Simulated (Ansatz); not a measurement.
Structures of equal composition on the (0001) surface of 4H silicon carbide (Si plane on top): (√3x√3)R30° In adatom at H3; (√3x√3)R30° In adatom at T4. The slabs share one bottom face, and each structure is named by its start. These are constructed structures in small cells; real faces may alloy, dewet or reconstruct in larger ones, and not all known structures of the face are among them. Slabs of about 10 Å with all that they carry, Fermi-Dirac smearing of 0.025 eV. Bottom of the slabs: H caps. Relaxed from the named starts with such symmetry as they have, on meshes of like density; energies extrapolated to zero smearing; no spin-orbit coupling, no U. Spin-polarised runs, if any, are marked in brackets, and their order is one that fits the cell; the others ran without spin. Where a second, spin-polarised start was run, the lower counts.

Host crystal: 4H silicon carbide, with a band gap (PBE, scalar-relativistic without spin-orbit coupling).

Method: r2SCAN, at the PBE geometry (plane waves to 500 eV, PAW; Ansatz, a quantum-chemistry and plane-wave program).

**Question.** Rank these by energy per 1x1 cell (lowest first), as r2SCAN, at the PBE geometry gives it.

**Answer.** (√3x√3)R30° In adatom at T4 (0.000 eV, gap 1.25 eV on the mesh), (√3x√3)R30° In adatom at H3 (0.126 eV, gap 0.94 eV on the mesh)
